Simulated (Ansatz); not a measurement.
Ir (Fm-3m), PBE, DFPT electron-phonon coupling, linearised Boltzmann equation (Ansatz, an electronic-structure program). Condition of this run: functional PBE. Phonon-limited resistivity 4.93 μΩ·cm at 300 K, 6.69 μΩ·cm at 400 K, current-weighted mean free path 8.2 nm, Drude plasma energy 10.40 eV.

Q: What is the classical skin depth at 10 GHz (nonmagnetic, μ₀ = 1.257×10⁻⁶ H/m)?

A: δ = √(ρ/(π f μ₀)) = 1120 nm.

Q: Estimate the resistivity of a 40 nm square wire with diffuse walls from ρ ≈ ρ₀(1 + 3ℓ/4d).

A: 1 + 0.75 × 8.2/40 = 1.15, so ρ ≈ 5.69 μΩ·cm and a line 1 μm long has 35.5 Ω. The formula is the free-electron limit for d well above ℓ; grain boundaries add to it.

Q: What Drude relaxation time do resistivity and plasma energy imply?

A: ω_p = 1.58e16 s⁻¹, so τ = 1/(ε₀ ω_p² ρ) = 9.18 fs, a damping ħ/τ of 71.7 meV.

A metal at this level (no band gap). Only scattering by harmonic phonons is included (no impurities, grain boundaries, electron-electron scattering or thermal expansion). Spin-orbit coupling is left out, which matters with elements this heavy. Halving the electron mesh (36x36x36) moves the resistivity by up to 1 % at 300 K, the mean free path by up to 6 %. Smearing 0.20 eV; phonons on a 6x6x6 q mesh, which this run doesn't test.
